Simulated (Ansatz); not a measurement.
Adsorption energy and surface dipole of N on the 1x1 (111) surface of fcc Cu, one in a 2x2 cell, started at the site 'hollow Cu-Cu-Cu over Cu at depth 4.1 Å', worked from the runs' numbers; total energies count from the potentials' own zero.

All values below come from PBE (plane waves to 420 eV, PAW; Ansatz, a quantum-chemistry and plane-wave program).

Model: 17-atom slab, 6.2 Å thick at the start under the adsorbate (thin: gaps and levels are the slab's own), 6x6x1 mesh, Fermi-Dirac 0.1 eV, dipole correction, 8 atoms held, the rest relaxed; symmetry of the start imposed; spin-polarised, no spin-orbit, no U, no dispersion correction. The starting moment vanished. At the end it is bonded to 3 Cu. In PBE it is, or lies within 0.03 eV of, the lowest of the starts that converged.

| quantity | value |
|---|---|
| slab with the adsorbate | -106381.584 eV |
| clean slab, same cell and mesh | -105999.042 eV |
| reference, ½ N2(g) | -384.013 eV |
| area of the cell | 22.82 Å² |
| change of the step from the bottom to the top vacuum level | 0.966 eV |

Question: What is the adsorption energy against this reference?

Answer: E(slab + adsorbate) − E(slab) − E(reference) = 1.47 eV, so in this state the adsorbate is less stable than in the reference, at a coverage of 4.38 a nm².

Question: What dipole does adsorption add to the slab along the outward normal (Helmholtz relation, ε₀ = 0.005526 e/(V·Å))?

Answer: p = −ε₀·A·ΔV = -0.122 e·Å = -0.59 D; its negative end points to the vacuum, which raises the vacuum level.
